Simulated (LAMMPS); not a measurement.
Simulation of SiC (zinc blende), 1000 atoms, at 2180 K and 0 GPa, heated as the crystal.

Method: classical MD, pair style tersoff, file SiC_1994.tersoff, run in LAMMPS.

Starting crystal:

Space group F-43m (No. 216); a = b = c = 4.360 Å, α = β = γ = 90.00°

| atom | site | symmetry | x | y | z |
|---|---|---|---|---|---|
| Si | 4a | -43m | 0.0000 | 0.0000 | 0.0000 |
| C | 4d | -43m | 0.7500 | 0.7500 | 0.7500 |

Task: Give the coordination number of C by Si, the coordination number of Si by C, the state found, the volume per atom, the mean frequency of the velocity spectrum as this potential yields it.

Result: coordination number of C by Si: 4.00 (counted to 2.70 Å); coordination number of Si by C: 4.00 (counted to 2.70 Å); state found: crystal; no diffusion seen in 30 ps; volume per atom: 10.8479 ± 0.0010 Å³; mean frequency of the velocity spectrum: 23.0 THz.

Caution: a run this short can hold a crystal over, or a liquid under, the potential's melting point.
